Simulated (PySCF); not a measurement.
PySCF 2.14.0, unrestricted HF/def2-svp, df: Co(F)(SH) ([F][Co][SH]), charge 0, multiplicity 4, 4 atoms. The geometry is a generated start, not checked to be a minimum at this level.

| Quantity | Value |
|---|---|
| task | energy |
| method | hf |
| basis | def2-svp |
| two-electron scheme | density fitting |
| mol.max_memory | 3000 MB |
| mf.max_cycle | 100 |
| mf.init_guess | minao (default) |
| mf.DIIS | CDIIS (default) |
| mf.diis_space | 8 (default) |
| mf.conv_tol | 1e-09 (default) |
| basis functions | 68 |

```xyz
4

Co    -0.1826     0.7296    -0.3409
F     -0.6707     1.4241    -1.7471
S      0.4384    -0.4635     1.2969
H      0.4149    -1.6902     0.7911
```

Charge 0 and multiplicity 4 are set for this test and not shown to be the ground state.

One run each on 2 threads, 1 BLAS thread. Values of level_shift (Hartree) tried: 0 (default), 0.1, 0.3, 1.

Which value of level_shift (Hartree) needs the fewest Fock builds, and what happens away from it?

Fewest Fock builds: 0 (default) with 76. The run ends without SCF convergence in 100 cycles at 0.1, 0.3, 1.

```tsv
level_shift (Hartree)	Fock builds	end
0 (default)	76	same solution
0.1	101	no convergence
0.3	101	no convergence
1	101	no convergence
```
